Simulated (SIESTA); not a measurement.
Worked example: self-consistent single point of Zr (Im-3m, 1 atom in the cell) in SIESTA.

Level of theory: LDA PW92, numerical atomic orbitals DZP, PseudoDojo LDA standard norm-conserving potentials (rewritten from UPF to PSML) (SIESTA).

The change in words: lattice scaled by 0.98; kgrid.MonkhorstPack: 9 9 9 → 14 14 14. Reference geometry:
```xyz
1
Lattice="-1.7998 1.7998 1.7998 1.7998 -1.7998 1.7998 1.7998 1.7998 -1.7998" Properties=species:S:1:pos:R:3 pbc="T T T"
Zr     0.0000     0.0000     0.0000
```

Reference input (self-consistent single point, DFT, LDA PW92, numerical atomic orbitals DZP, PseudoDojo LDA standard norm-conserving potentials (rewritten from UPF to PSML)): XC.functional = LDA; XC.authors = PW92; potentials = PseudoDojo LDA standard; PAO.BasisSize = DZP; PAO.EnergyShift = 0.01 Ry; MeshCutoff = 400 Ry; kgrid.MonkhorstPack = 9 9 9; OccupationFunction = FD; ElectronicTemperature = 0.1 eV; MaxSCFIterations = 150; SCF.Mixer.Method = Pulay; SCF.Mixer.Weight = 0.1. This run's input differs from it in these lines:

```diff
@@ -11,5 +11,5 @@
 %block LatticeVectors
-    -1.799799000    1.799799000    1.799799000
-     1.799799000   -1.799799000    1.799799000
-     1.799799000    1.799799000   -1.799799000
+    -1.763803000    1.763803000    1.763803000
+     1.763803000   -1.763803000    1.763803000
+     1.763803000    1.763803000   -1.763803000
 %endblock LatticeVectors
@@ -26,5 +26,5 @@
 %block kgrid.MonkhorstPack
-    9   0   0  0.0
-    0   9   0  0.0
-    0   0   9  0.0
+   14   0   0  0.0
+    0  14   0  0.0
+    0   0  14  0.0
 %endblock kgrid.MonkhorstPack
```

Log, with long lists cut:

```
        iscf     Eharris(eV)        E_KS(eV)     FreeEng(eV)     dDmax    Ef(eV) dHmax(eV)
   scf:    1    -1371.503607    -1378.224342    -1378.278835  1.671888 -5.228298  2.975719
   scf:    2    -1378.365349    -1378.296013    -1378.350566  0.029149 -5.294167  2.502137
   scf:    3    -1378.576155    -1378.469416    -1378.523943  0.145400 -5.659957  0.013196
   scf:    4    -1378.469418    -1378.469420    -1378.523960  0.001343 -5.656257  0.014679
   scf:    5    -1378.469363    -1378.469392    -1378.523980  0.002423 -5.657536  0.002343
mix: Pulay -- inversion failed, > SVD [rank/size] 3 / 4
   scf:    6    -1378.469393    -1378.469392    -1378.523980  0.000009 -5.657611  0.002086
mix: Pulay -- inversion failed, > SVD [rank/size] 3 / 5
   scf:    7    -1378.469393    -1378.469393    -1378.523980  0.000008 -5.657676  0.001873
mix: Pulay -- inversion failed, > SVD [rank/size] 3 / 6
   scf:    8    -1378.469393    -1378.469393    -1378.523980  0.000008 -5.657738  0.001675
mix: Pulay -- inversion failed, > SVD [rank/size] 3 / 7
   scf:    9    -1378.469393    -1378.469393    -1378.523980  0.000007 -5.657794  0.001492
mix: Pulay -- inversion failed, > SVD [rank/size] 2 / 7
   scf:   10    -1378.469393    -1378.469393    -1378.523980  0.000089 -5.658063  0.000211
SCF Convergence by DM+H criterion
max |DM_out - DM_in|         :     0.0000892946
max |H_out - H_in|      (eV) :     0.0002111077
SCF cycle converged after 10 iterations

Using DM_out to compute the final energy and forces

siesta: E_KS(eV) =            -1378.4694

siesta: E_KS - E_eggbox =     -1378.4694

siesta: Atomic forces (eV/Ang):
     1   -0.000000    0.000000    0.000000
   Tot   -0.000000    0.000000    0.000000
   Max    0.000000
   Res    0.000000    sqrt( Sum f_i^2 / 3N )
   Max    0.000000    constrained

Stress tensor Voigt[x,y,z,yz,xz,xy] (kbar):       57.26       57.26       57.26        0.00        0.00        0.00
(Free)E + p*V (eV/cell)    -1379.3084
Target enthalpy (eV/cell)    -1378.5240

siesta: Program's energy decomposition (eV):
siesta: FreeEng =     -1378.523980

siesta: Stress tensor (static) (eV/Ang**3):
siesta:     0.035738    0.000000    0.000000
siesta:     0.000000    0.035738    0.000000
siesta:     0.000000    0.000000    0.035738

siesta: Cell volume =         21.948772 Ang**3

siesta: Pressure (static):
siesta:                Solid            Molecule  Units
siesta:          -0.00038923         -0.00038923  Ry/Bohr**3
siesta:          -0.03573782         -0.03573782  eV/Ang**3
siesta:         -57.25830101        -57.25830101  kBar
```

The run converged in 10 iterations. Against the reference run the free energy drops by 65.7 meV/atom and the pressure goes from -10.15 to -5.73 GPa.

The starting cell comes from a database of computed structures (which also holds hypothetical and non-ambient phases and stackings), without a prior relaxation at this level. Its lattice was rescaled by up to half a per cent. For this run, on top of that: lattice scaled by 0.98. Values carry the incompleteness of an atom-centred basis. With a pressure of about -6 GPa the cell is away from its equilibrium volume at this level.

Cost on one core of a shared machine: roughly 50 s.
